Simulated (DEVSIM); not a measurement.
Device: Au/SiO2/p-Si capacitor, at 300 K.

Layer 1 from the left is SiO2, thickness (nm) 7.70. Layer 2 from the left is Si, thickness (nm) 920, Na (cm⁻³) 3.9e17.

Metal gate on the left, work function 5.1 eV. Fixed charge at the semiconductor interface -8.9e10 cm⁻² (in units of +e); no interface traps.

This is a model device: material constants are rounded textbook-type values typed into the input, and sizes, dopings and lifetimes were drawn at random. Values at 300 K.

SiO2: gap (eV) 9, affinity (eV) 0.9, permittivity 3.9. Si: gap (eV) 1.124, affinity (eV) 4.05, permittivity 11.7, Nc (cm⁻³) 2.86e19, Nv (cm⁻³) 3.1e19.

DEVSIM, 1D Poisson equation in equilibrium, Boltzmann statistics, complete ionisation; no quantum confinement or tunnelling. Metal contacts follow the ideal Schottky-Mott rule: no Fermi-level pinning, no interface dipoles.

**Question.** What does the simulation give for the minimum of the low-frequency capacitance, the flat-band voltage?

**Answer.** minimum of the low-frequency capacitance 0.143 μF/cm²; flat-band voltage 0.07 V.
